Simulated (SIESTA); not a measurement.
Troubleshooting SIESTA: a failed run on AlGaCu2S4 (I-4, 8 atoms in the cell). The aim is a self-consistent single point with DFT, LDA PW92, numerical atomic orbitals DZP, PseudoDojo LDA standard norm-conserving potentials (rewritten from UPF to PSML).

Cell that was meant: a = 6.4920 Å, b = 6.4920 Å, c = 6.4920 Å, α = 131.23°, β = 131.23°, γ = 71.45°.

Part of the input:

```
XC.authors                   PW92
PAO.BasisSize                DZP
PAO.EnergyShift              0.01 Ry
MeshCutoff                   400
%block kgrid.MonkhorstPack
    6   0   0  0.5
    0   6   0  0.5
```

Log, with long lists cut:

```
reinit: Reading from file input.fdf

reinit: System Name: AlGa(CuS2)2
reinit: System Label: siesta

coor:   Atomic-coordinates input format  =     Cartesian coordinates
coor:                                          (in Angstroms)

siesta: Atomic coordinates (Bohr) and species
siesta:      0.00000   0.00000   9.95960  1        1
siesta:     -0.00000   5.06527   4.97980  2        2
siesta:      5.06527   0.00000   4.97980  3        3
siesta:      0.00000   0.00000   0.00000  3        4
siesta:      2.50174   2.50478   7.49799  4        5
siesta:      2.50478  -2.50174  12.42122  4        6
siesta:      2.56353   2.56049  -2.46162  4        7
siesta:      2.56049   7.56701   2.46162  4        8

siesta: System type = bulk

initatomlists: Number of atoms, orbitals, and projectors:      8   121   144

siesta: ******************** Simulation parameters ****************************
redata: Spin configuration                          = none
redata: Time-Reversal Symmetry                      = T
redata: Number of Atomic Species                    =        4
ERROR

FDF module: fdf_physical:  no unit specified for MeshCutoff

     File: fdf.F90
     Line:  2144
Note: The following floating-point exceptions are signalling: IEEE_INVALID_FLAG IEEE_OVERFLOW_FLAG
STOP Stopping Program
```

Problem. Read the log: what does the program object to, and what is the fix?

Solution. The fault is an energy without its unit. The key takes a value and a unit. To fix it, add the unit. The program stopped before any SCF iteration.

The sound input it was made from differs as follows (other fixes are possible):
```diff
-MeshCutoff                   400
+MeshCutoff                   400 Ry
```

With that input, the run converged in 15 iterations: free energy E − TS -13657.6190 eV; top of the valence band (on the code's own zero) -4.14 eV; gap on the k-point mesh 1.66 eV; pressure -5.53 GPa; largest force (vector length) 0.299 eV/Å (DFT, LDA PW92, numerical atomic orbitals DZP, PseudoDojo LDA standard norm-conserving potentials (rewritten from UPF to PSML)).

On the sound input: the starting cell comes from a database of computed structures (which also holds hypothetical and non-ambient phases and stackings), without a prior relaxation at this level. Values carry the incompleteness of an atom-centred basis. With a pressure of about -6 GPa the cell is away from its equilibrium volume at this level. The shifted mesh does not hold Γ, so a gap read on it misses any band edge there.
